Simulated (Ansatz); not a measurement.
GeS2 (P4₂/nmc, No. 137, 6 atoms in the cell; start mp-1071032)

The numbers are results of LDA in Ansatz (plane waves, PAW), not measurements.

Numerical settings: plane-wave cutoff 520 eV, 10×10×4 k mesh (along the axes of the cell as run), Fermi–Dirac smearing 0.01 eV, scalar-relativistic PAW data made under PBE.

Cell (relaxed at this level):

```yaml
crystal:
  lattice:
    - [3.44854, 0.00000, 0.00000]
    - [0.00000, 3.44854, 0.00000]
    - [0.00000, 0.00000, 10.46544]
  atoms:
    - { symbol: Ge, position: [0.00000, 0.00000, 0.50000] }
    - { symbol: Ge, position: [0.50000, 0.50000, 0.00000] }
    - { symbol: S, position: [0.00000, 0.50000, 0.86484] }
    - { symbol: S, position: [0.00000, 0.50000, 0.36484] }
    - { symbol: S, position: [0.50000, 0.00000, 0.63516] }
    - { symbol: S, position: [0.50000, 0.00000, 0.13516] }
```

```
Quantity                                                  Value
-------------------------------------------  ------------------
band gap                                     0.96 eV (indirect)
smallest direct gap on the k points sampled             1.11 eV
```

Spin–orbit coupling is not included.

The computed numbers hold no vibrational or temperature effects.

A start named mp-… is a Materials Project structure, which need not be a measured phase.

Ansatz is a quantum-chemistry and plane-wave program.
